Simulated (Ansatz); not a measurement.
Start from PbTe in the rock salt structure (space group Fm-3m, No. 225; a = 6.534 Å).

Modification: cell and atoms relaxed at a pressure of 4.5 GPa.

Computed with r2SCAN in Ansatz (plane waves to 500 eV, PAW, spin-orbit coupling left out).

Base, band edges from the VBM (valence, conduction): X -2.77, 3.73; W -0.39, 1.93; L 0.00, 1.09; Γ -1.36, 4.31; K -2.03, 3.84; U -2.03, 3.84 eV.

Q: Give the band edges at the high-symmetry points of the new zone, measured from its valence-band maximum.

A: 
| point | valence edge (eV) | conduction edge (eV) |
|---|---|---|
| Γ | -1.77 | 4.36 |
| X | -3.36 | 3.30 |
| U | -2.43 | 3.85 |
| K | -2.43 | 3.85 |
| L | 0.00 | 0.88 |
| W | -0.57 | 1.79 |

The gap is 0.88 eV, direct at L.

Spin-orbit coupling, missing from the scalar runs, can matter with Pb and Te. Load acts through the strain it causes; cell and atoms are relaxed under it. Whether these cells are dynamically stable was not tested.

Ansatz is a quantum-chemistry and plane-wave program.
